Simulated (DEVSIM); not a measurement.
System: abrupt In0.53Ga0.47As n-p junction, at 300 K.

| layer (left to right) | material | thickness (μm) | Nd (cm⁻³) | Na (cm⁻³) | τn (s) | τp (s) |
|---|---|---|---|---|---|---|
| 1 | In0.53Ga0.47As | 14.0 | 5.4e16 | - | 1e-8 | 1e-8 |
| 2 | In0.53Ga0.47As | 200 | - | 7.9e14 | 3e-8 | 1e-8 |

Left contact: ohmic. Right contact: ohmic. Voltage is applied to the left contact. Recombination: SRH at mid-gap. Mobility is constant in doping.

This is a model device: material constants are rounded textbook-type values typed into the input, and sizes, dopings and lifetimes were drawn at random. Values at 300 K.

```
parameter      In0.53Ga0.47As
-------------  --------------
gap (eV)                 0.74
affinity (eV)            4.51
permittivity             13.9
Nc (cm⁻³)              2.1e17
Nv (cm⁻³)              7.7e18
μn (cm²/Vs)             12000
μp (cm²/Vs)               300
```

Simulated with DEVSIM: 1D drift-diffusion, Boltzmann statistics, complete ionisation; no tunnelling, impact ionisation, image-force lowering or self-heating.

### Question
Tabulate band edges, carrier densities and field at zero bias.

### Answer
Energies count from the Fermi level of the right contact; mesh points crowd at the junctions.

```json
[
 {"x (μm)": "0.000", "Ec (eV)": "0.035", "Ev (eV)": "-0.705", "n (cm⁻³)": "5.4e16", "p (cm⁻³)": "1.1e7", "field (V/cm)": "≈ 0"},
 {"x (μm)": "0.05753", "Ec (eV)": "0.035", "Ev (eV)": "-0.705", "n (cm⁻³)": "5.4e16", "p (cm⁻³)": "1.1e7", "field (V/cm)": "≈ 0"},
 {"x (μm)": "0.2525", "Ec (eV)": "0.035", "Ev (eV)": "-0.705", "n (cm⁻³)": "5.4e16", "p (cm⁻³)": "1.1e7", "field (V/cm)": "≈ 0"},
 {"x (μm)": "0.9130", "Ec (eV)": "0.035", "Ev (eV)": "-0.705", "n (cm⁻³)": "5.4e16", "p (cm⁻³)": "1.1e7", "field (V/cm)": "≈ 0"},
 {"x (μm)": "4.745", "Ec (eV)": "0.035", "Ev (eV)": "-0.705", "n (cm⁻³)": "5.4e16", "p (cm⁻³)": "1.1e7", "field (V/cm)": "≈ 0"},
 {"x (μm)": "10.91", "Ec (eV)": "0.035", "Ev (eV)": "-0.705", "n (cm⁻³)": "5.4e16", "p (cm⁻³)": "1.1e7", "field (V/cm)": "≈ 0"},
 {"x (μm)": "13.11", "Ec (eV)": "0.035", "Ev (eV)": "-0.705", "n (cm⁻³)": "5.4e16", "p (cm⁻³)": "1.1e7", "field (V/cm)": "≈ 0"},
 {"x (μm)": "13.84", "Ec (eV)": "0.035", "Ev (eV)": "-0.705", "n (cm⁻³)": "5.4e16", "p (cm⁻³)": "1.1e7", "field (V/cm)": "≈ 0"},
 {"x (μm)": "13.97", "Ec (eV)": "0.043", "Ev (eV)": "-0.697", "n (cm⁻³)": "3.9e16", "p (cm⁻³)": "1.5e7", "field (V/cm)": "4100"},
 {"x (μm)": "14.01", "Ec (eV)": "0.083", "Ev (eV)": "-0.657", "n (cm⁻³)": "8.6e15", "p (cm⁻³)": "7.0e7", "field (V/cm)": "12000"},
 {"x (μm)": "14.10", "Ec (eV)": "0.164", "Ev (eV)": "-0.576", "n (cm⁻³)": "3.7e14", "p (cm⁻³)": "1.6e9", "field (V/cm)": "8200"},
 {"x (μm)": "14.60", "Ec (eV)": "0.439", "Ev (eV)": "-0.301", "n (cm⁻³)": "9.0e9", "p (cm⁻³)": "6.7e13", "field (V/cm)": "2900"},
 {"x (μm)": "16.11", "Ec (eV)": "0.503", "Ev (eV)": "-0.237", "n (cm⁻³)": "7.6e8", "p (cm⁻³)": "7.9e14", "field (V/cm)": "≈ 0"},
 {"x (μm)": "21.25", "Ec (eV)": "0.503", "Ev (eV)": "-0.237", "n (cm⁻³)": "7.6e8", "p (cm⁻³)": "7.9e14", "field (V/cm)": "≈ 0"},
 {"x (μm)": "51.19", "Ec (eV)": "0.503", "Ev (eV)": "-0.237", "n (cm⁻³)": "7.6e8", "p (cm⁻³)": "7.9e14", "field (V/cm)": "≈ 0"},
 {"x (μm)": "132.5", "Ec (eV)": "0.503", "Ev (eV)": "-0.237", "n (cm⁻³)": "7.6e8", "p (cm⁻³)": "7.9e14", "field (V/cm)": "≈ 0"},
 {"x (μm)": "190.1", "Ec (eV)": "0.503", "Ev (eV)": "-0.237", "n (cm⁻³)": "7.6e8", "p (cm⁻³)": "7.9e14", "field (V/cm)": "≈ 0"},
 {"x (μm)": "207.0", "Ec (eV)": "0.503", "Ev (eV)": "-0.237", "n (cm⁻³)": "7.6e8", "p (cm⁻³)": "7.9e14", "field (V/cm)": "≈ 0"},
 {"x (μm)": "212.7", "Ec (eV)": "0.503", "Ev (eV)": "-0.237", "n (cm⁻³)": "7.6e8", "p (cm⁻³)": "7.9e14", "field (V/cm)": "≈ 0"},
 {"x (μm)": "213.6", "Ec (eV)": "0.503", "Ev (eV)": "-0.237", "n (cm⁻³)": "7.6e8", "p (cm⁻³)": "7.9e14", "field (V/cm)": "≈ 0"},
 {"x (μm)": "213.9", "Ec (eV)": "0.503", "Ev (eV)": "-0.237", "n (cm⁻³)": "7.6e8", "p (cm⁻³)": "7.9e14", "field (V/cm)": "≈ 0"},
 {"x (μm)": "214.0", "Ec (eV)": "0.503", "Ev (eV)": "-0.237", "n (cm⁻³)": "7.6e8", "p (cm⁻³)": "7.9e14", "field (V/cm)": "≈ 0"}
]
```
